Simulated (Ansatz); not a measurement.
Effective masses and thermopower of AlP (F-43m)

Consider the following.

```
AlP
1.0
    0.00000     2.75364     2.75364
    2.75364     0.00000     2.75364
    2.75364     2.75364     0.00000
Al P
1 1
Direct
  0.00000   0.00000   0.00000
  0.75000   0.75000   0.75000
```

All values below come from PBE, rigid bands (plane waves, PAW, scalar-relativistic; Ansatz, an electronic-structure program). Condition of this run: functional PBE, cell relaxed with it. How the cell was made: cell and atoms relaxed with PBE.

```yaml
band_gap: 1.63 eV
electron conductivity mass (300 K, dilute): 0.35 mₑ
hole conductivity mass (300 K, dilute): 0.62 mₑ
effective density of states N_c (300 K): 1.7e19 cm⁻³
effective density of states N_v (300 K): 1.0e20 cm⁻³
density_of_states_mass_electrons: 0.78 mₑ
density_of_states_mass_holes: 2.5 mₑ
Seebeck coefficient, n-type 1e19 cm⁻³, 300 K: -268 μV/K
best n-type power factor at 300 K for τ = 10 fs (best axis; densities from 1e16 to 1e21 cm⁻³ tried, whether or not they can be reached): 8.1 μW/(cm·K²) at 1e20 cm⁻³
Seebeck coefficient, p-type 1e19 cm⁻³, 300 K: 407 μV/K
best p-type power factor at 300 K for τ = 10 fs (best axis; densities from 1e16 to 1e21 cm⁻³ tried, whether or not they can be reached): 23 μW/(cm·K²) at 3e20 cm⁻³
```

Rigid bands; masses and Seebeck coefficients take one relaxation time τ for all states and one kind of carrier; polarons and phonon drag are left out. Spin-orbit coupling is left out; where it splits the top of the valence band, N_v and the p-type Seebeck coefficient come out somewhat high without it.
